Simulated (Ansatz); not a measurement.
Start from GaSb in the zinc blende structure (space group F-43m, No. 216; a = 6.1115 Å).

Computed with PBEsol/PAW in Ansatz (a quantum-chemistry and plane-wave program), spin-orbit coupling left out.

Base values:

The pressure comes out as 0.0 GPa and the band gap is zero.

Perturbation: an isotropic linear strain of +0.50 %, atoms relaxed at fixed cell.

Problem. What happens to the pressure?

Solution. The pressure goes from zero to -0.7 GPa.

Problem. Predict the new energy relative to the base.

Solution. The energy grows by 1.0 meV/atom.

Problem. Estimate the effect on the band gap.

Solution. The band gap remains zero.

Spin-orbit coupling, missing from the scalar runs, can matter with Sb. No phonon test of stability was made. The final runs are not spin-polarised. A zero or small gap of GaSb can be the functional's error rather than a property of the material.
